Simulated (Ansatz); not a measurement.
## Pressure series in TaP

The parent structure is TaP (space group P-6m2, No. 187; a = 3.282 Å, c = 3.317 Å; a cell from a computed database, its experimental status unchecked).

Cell and atoms are relaxed at each pressure.

The values are results of PBEsol (Ansatz, a quantum-chemistry and plane-wave program), no SOC, not measurements.

| P (GPa) | V (Å³/atom) |
|---|---|
| -2.00 | 15.620 |
| -1.00 | 15.544 |
| 0.30 | 15.447 |
| 0.70 | 15.418 |
| 1.50 | 15.361 |
| 2.99 | 15.257 |
| 5.00 | 15.122 |
| 7.49 | 14.962 |
| 9.99 | 14.810 |

Q: Fit a third-order Birch–Murnaghan equation of state.

A: Least squares on P(V) = (3B₀/2)[(V₀/V)^(7/3) − (V₀/V)^(5/3)]·[1 + (3/4)(B₀′ − 4)((V₀/V)^(2/3) − 1)] gives V₀ = 15.47 Å³/atom, B₀ = 210 GPa and B₀′ = 4.1.

Load acts through the strain it causes; cell and atoms are relaxed under it. Whether these cells are dynamically stable was not tested. No other phases were tried under pressure. The final runs are not spin-polarised.
